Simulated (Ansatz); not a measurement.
The starting structures come from a database of crystals and need not be the phases stable at ambient conditions.

Data:

```
Na2PtH4
1.0
    5.19455     0.00000     0.00000
    0.00000     5.19455     0.00000
    2.59727    -2.59727     3.30875
Na H Pt
2 4 1
Direct
  0.25000   0.25000   0.50000
  0.75000   0.75000   0.50000
  0.77605   0.22395   0.00000
  0.22395   0.77605   0.00000
  0.77605   0.77605   0.00000
  0.22395   0.22395   0.00000
  0.00000   0.00000   0.00000
```

Space group of this cell: I4/mmm. The cell is taken as given.

Transport runs along the normal of the first two printed cell vectors, the (001) plane of the conventional cell.

The gap is the functional's own. No spin-orbit coupling. Mid-gap values are interpolated on the energy grid.

Q: Estimate the band gap and the smallest decay constant κ at mid-gap that Ansatz (a quantum-chemistry and plane-wave program) with PBEsol returns for this system.

A: Gap 2.07 eV on a 10×10×10 mesh; κ = 0.259 1/Å, at the zone centre.
